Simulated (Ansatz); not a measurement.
A self-consistent single point of YHg2 (P6/mmm, 3 atoms in the cell) with Ansatz (a quantum-chemistry and plane-wave program).

Level of theory: PBEsol, default PAW files made with PBE (plane waves; Ansatz).

The change in words: lattice scaled by 0.98. Reference geometry:
```xyz
3
Lattice="4.8015 0.0000 0.0000 -2.4008 4.1582 0.0000 0.0000 0.0000 3.4346" Properties=species:S:1:pos:R:3 pbc="T T T"
Y      0.0000     0.0000     0.0000
Hg     0.0000     2.7722     1.7173
Hg     2.4008     1.3861     1.7173
```

Reference input (self-consistent single point, DFT, PBEsol, plane waves, default PAW files made with PBE): basis.ecutwfc = 420 eV; kpoints.mp_grid.grid = 9 9 11; hamiltonian.xc = pbesol; hamiltonian.pseudopotentials = {kind: paw} (the program's default PAW files); scf.occupations.method = fermi_dirac; scf.occupations.width = 0.136 eV. This run's input differs from it in these lines:

```diff
@@ -3,5 +3,5 @@
   lattice:
-    - [4.801532, 0.000000, 0.000000]
-    - [-2.400766, 4.158249, 0.000000]
-    - [0.000000, 0.000000, 3.434643]
+    - [4.705501, 0.000000, 0.000000]
+    - [-2.352751, 4.075084, 0.000000]
+    - [0.000000, 0.000000, 3.365950]
   atoms:
```

Log, with long lists cut:

```
SCF iter   1: F=—  HF=-31132.702323 eV  |F-HF|=—  |Δ(HF+E_count)|=         —  Δρ=3.67e-3  dr2=1.11e-2  ethr=1.77e-3  ⟨swp⟩=5.3  Hψ=7814  notcnv=0
all-band conjugate gradients solve this SCF's bands
preconditioner: auto → Kerker (q_TF=auto, 2.623 Å⁻¹)
SCF iter   2: F=—  HF=-31132.701831 eV  |F-HF|=—  |Δ(HF+E_count)|=   4.91e-4  Δρ=2.05e-3  dr2=3.99e-3  ethr=2.18e-5  ⟨swp⟩=2.4  Hψ=3598  notcnv=0
SCF iter   3: F=—  HF=-31132.700749 eV  |F-HF|=—  |Δ(HF+E_count)|=   1.08e-3  Δρ=3.31e-4  dr2=1.21e-4  ethr=7.83e-6  ⟨swp⟩=2.3  Hψ=3146  notcnv=0
SCF iter   4: F=—  HF=-31132.700722 eV  |F-HF|=—  |Δ(HF+E_count)|=   2.63e-5  Δρ=1.35e-4  dr2=1.55e-5  ethr=2.38e-7  ⟨swp⟩=2.0  Hψ=2705  notcnv=0
SCF iter   5: F=—  HF=-31132.700727 eV  |F-HF|=—  |Δ(HF+E_count)|=   4.12e-6  Δρ=2.40e-5  dr2=4.00e-7  ethr=3.04e-8  ⟨swp⟩=2.2  Hψ=3040  notcnv=0
SCF iter   6: F=-31132.700727 eV  HF=-31132.700727 eV  |F-HF|=7.79e-10  |Δ(HF+E_count)|=  4.77e-10  Δρ=5.16e-6  dr2=1.11e-8  ethr=1.96e-10  ⟨swp⟩=5.0  Hψ=8372  notcnv=0
SCF 1 converged in 6 iterations: F = -31132.700727 eV  dr2 = 1.11e-8
Free energy (F): -31132.700727 eV
Internal energy: -31132.599612 eV  (E = F + TS)
E sigma→0 (E₀):  -31132.650169 eV
Entropy (-TS):   -0.101115 eV (-33.705 meV/atom)
Fermi energy:    16.584001 eV
--- Forces (eV/Å), atoms counted from 1 ---
  atom   1  Y      0.00000000    -0.00000000    -0.00000000
   [... zero for the other atoms too ...]
--- Stress (GPa, compression-positive) ---
        8.309782      -0.000000       0.000000
       -0.000000       8.309782       0.000000
        0.000000       0.000000       4.544207
  P = ⅓ Tr σ = 7.0546 GPa (70.546 kbar)
  The stress holds the Pulay correction. Without it, at fixed plane waves, as pw.x and ABINIT print it: P = 7.0174 GPa
```

The run converged in 6 iterations. Against the reference run the free energy goes up by 32.2 meV/atom and the pressure goes from 0.98 to 7.05 GPa.

The starting cell comes from a database of computed structures (which also holds hypothetical and non-ambient phases and stackings), without a prior relaxation at this level. Its lattice was rescaled by a random factor within 2.5 % of one. For this run, on top of that: lattice scaled by 0.98. With a pressure of about 7 GPa the cell is away from its equilibrium volume at this level. Ansatz's pressure includes its estimate of the finite-basis (Pulay) stress.

Keys are those of Ansatz 0.2.
